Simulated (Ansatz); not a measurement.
A set of related cells and their P–P–P angle.

Cell A: a sheet of composition P2, 2 atoms, hexagonal cell of 3.88 Å (13.0 Å²), symmetry P6/mmm, 0.0 Å thick under 16 Å of vacuum, in-plane vectors relaxed; planes from bottom to top: P2, all atoms in one plane; a model cell; spin state with PBE: run without spin, k-point mesh 12×12×1.
```
P
1.0
    3.88115     0.00000     0.00000
   -1.94057     3.36117     0.00000
    0.00000     0.00000    16.00000
P
2
Direct
  0.33333   0.66667   0.50000
  0.66667   0.33333   0.50000
```

Cell B: a sheet of composition P2, 2 atoms, hexagonal cell of 3.28 Å (9.3 Å²), symmetry P-3m1, 1.2 Å thick under 16 Å of vacuum, in-plane vectors relaxed; planes from bottom to top: P × 2; a model cell; spin state with PBE: run without spin, k-point mesh 12×12×1.
```
P
1.0
    3.27955     0.00000     0.00000
   -1.63978     2.84018     0.00000
    0.00000     0.00000    17.24000
P
2
Direct
  0.33333   0.66667   0.53602
  0.66667   0.33333   0.46398
```

Computed with Ansatz (plane waves, PAW), its default PAW set. Each column's cells are at rest at that level. The structures are the rest points that the relaxations reached, not proven lowest. The meshes named are those of the closing points. Atoms count as bonded under 1.18 times the sum of their covalent radii (1.35 for H and a metal); two metal atoms count in their first shell alone, and not where both have two or more other neighbours. Mean, with the range where angles differ.

Values (°):

| system | PBE | r2SCAN (own geometry) |
|---|---|---|
| A | 120.0 | 120.0 |
| B | 92.8 | 93.3 |

With PBE the value of A exceeds that of B by 27.2°. With r2SCAN (own geometry) the value of A exceeds that of B by 26.7°.

Ansatz is a first-principles code.
